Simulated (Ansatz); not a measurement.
YN in the rock salt structure, quasi-harmonic lattice dynamics with PBE density-functional theory in Ansatz (plane waves, PAW). The cell was generated from a structure type, relaxed within its symmetry, and need not be the phase found at ambient conditions. The run noted for some of its cells that some bands missed the eigensolver's tolerance. At this level the gap is small or closed, and a narrow smearing was used.

```tsv
T (K)	α_L (10⁻⁶/K)	C_P (J/mol/K)	bulk modulus B_T (GPa)	γ
150	7.2	29.2	?	2.04
350	?	45.1	147	1.95
400	11.3	46.6	145	1.95
500	12.0	48.6	141	1.96
600	12.7	50.0	137	1.97
800	14.0	52.1	128	2.02
850	14.4	52.6	125	2.04
900	14.8	53.2	123	2.05
```

**Question.** Some entries are withheld; supply them.

**Answer.** 
- 150, bulk modulus B_T (GPa): 153
- 350, α_L (10⁻⁶/K): 10.8

The crystal is held in this phase throughout; melting and phase transitions are not modelled.

Ansatz is a quantum-chemistry and plane-wave program.
